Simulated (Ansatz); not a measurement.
## PtCu (R-3m, No. 166, 2 atoms in the cell; start mp-644311)

All values below come from r²SCAN in Ansatz (PAW).

Run with plane-wave cutoff 560 eV, 24×24×24 k mesh, Fermi–Dirac smearing 0.05 eV, no spin polarisation, scalar-relativistic PAW data made under PBE.

Cell (relaxed at this level):

```yaml
crystal:
  lattice:
    - [1.35952, 0.78492, 4.25242]
    - [-1.35952, 0.78492, 4.25242]
    - [0.00000, -1.56984, 4.25242]
  atoms:
    - { symbol: Cu, position: [0.00000, 0.00000, 0.00000] }
    - { symbol: Pt, position: [0.50000, 0.50000, 0.50000] }
```

```yaml
bulk_modulus: 218 GPa
```

Note: the run has no spin polarisation, so it can have missed a magnetic state; the bulk modulus is −V dP/dV from two relaxed cells at ±2 % in volume; the relaxation could not lower the start's symmetry, so the cell can be a saddle point above a distorted one.

Spin–orbit coupling is not included.

Static lattice: no zero-point or thermal effects.

Computing time: very roughly 8 core-minutes.

A start named mp-… is a Materials Project structure, which need not be a measured phase.

Ansatz is a quantum-chemistry and plane-wave program.
